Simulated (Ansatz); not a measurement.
**Pb under a change: uniaxial strain ε_zz = −1.50 %**

The reference is Pb in the fcc (Cu type) structure (space group Fm-3m, No. 225; a = 4.934 Å; relaxed with 0.1 eV smearing). Axes: x, y, z lie along the cube axes.

The change: uniaxial strain ε_zz = −1.50 %, all other strain components held at zero; the atoms relax in the strained cell.

Calculations: Ansatz (a first-principles code), PBEsol, PAW, cutoff 420 eV, no SOC. Settings: 23×23×23 k-points, 0.1 eV Fermi–Dirac smearing.

| quantity | base | changed | shift |
|---|---|---|---|
| volume per atom | 30.03 Å³ | 29.58 Å³ | -0.45 Å³ |
| space group | Fm-3m (No. 225) | I4/mmm (No. 139) | – |
| shortest interatomic distance | 3.489 Å | 3.463 Å | -0.026 Å |
| energy relative to the base (free energy F) | 0 meV/atom | +1.2 meV/atom | +1.2 meV/atom |
| pressure (mean of the normal stresses, compression positive) | 0.0 GPa | 0.7 GPa | +0.7 GPa |
| band gap | zero | zero | – |
| stress (xx, yy, zz, yz, xz, xy; compression positive) | – | (0.7, 0.7, 0.9, 0.0, 0.0, 0.0) GPa | – |

Cost of the whole job for the changed cell (relaxation, final SCF and bands): around 50 core-seconds (rough).

Whether these cells are dynamically stable was not tested.
